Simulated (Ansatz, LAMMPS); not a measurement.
Si sphere of 47 atoms, radius 0.65 nm, coherent in Ge, 5x5x5 cubic cells at the host's lattice parameter. Cell 28.80 × 28.80 × 28.80 Å, Si47Ge953, 1000 atoms. Prepared with Tersoff's 1989 multicomponent potential (SiCGe.tersoff) run with LAMMPS: minimisation. 

Basis: localised support functions (accuracy medium) on a full density matrix. k-points: zone centre alone; occupations: Fermi-Dirac, 0.010 eV; spin polarisation not allowed. Spin-orbit coupling is left out.

Task: What is the computed energy, gap and bonding (PBE, support functions at accuracy medium on the grid of 370 eV (Ansatz, a program for electronic structure))?

Result: 
- energy over the perfect crystal(s), per atom: 3 meV/atom
- electronic character of the cell: no gap resolved at this smearing
- coordination (neighbours within 2.995 Å): 100.0 % 4-fold
- Ge-Ge bonds, mean ± spread: 2.498 ± 0.005 Å
- Ge-Si bonds, mean ± spread: 2.460 ± 0.008 Å
- Si-Si bonds, mean ± spread: 2.421 ± 0.006 Å
- bond angles, mean ± spread: 109.5° ± 0.7°
- pressure: -0.42 GPa
